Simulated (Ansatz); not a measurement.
We consider MgGaNO (model structure, started from the AlSiCN type, P3m1, No. 156, 4 atoms in the cell), described by r²SCAN+SOC (Ansatz, an electronic-structure program, PAW).

Run with plane-wave cutoff 560 eV, 12×12×8 k mesh (along the axes of the cell as run), Fermi–Dirac smearing 0.01 eV, PAW data made under PBE.

Cell (relaxed with PBEsol):

```
CELL_PARAMETERS angstrom
      3.23521     0.00000     0.00000
     -1.61761     2.80178     0.00000
      0.00000     0.00000     5.16346
ATOMIC_POSITIONS crystal
  Ga 0.33333 0.66667 0.50680
  Mg 0.66667 0.33333 0.00930
  O  0.33333 0.66667 0.12874
  N  0.66667 0.33333 0.60516
```

Q: Give the computed band gap.

A: 
* **band gap**: 2.58 eV (direct)

Note: the relaxation could raise the start's symmetry but not lower it, so the cell can be a saddle point; cell and atoms aren't relaxed at this level (largest force component 0.02 eV/Å, pressure -0.6 GPa).

The result took roughly 110 core-seconds.

A model structure was made by putting elements into a prototype or built by hand; it is no filed structure, need not be a known phase, and can be a saddle point held by its symmetry.
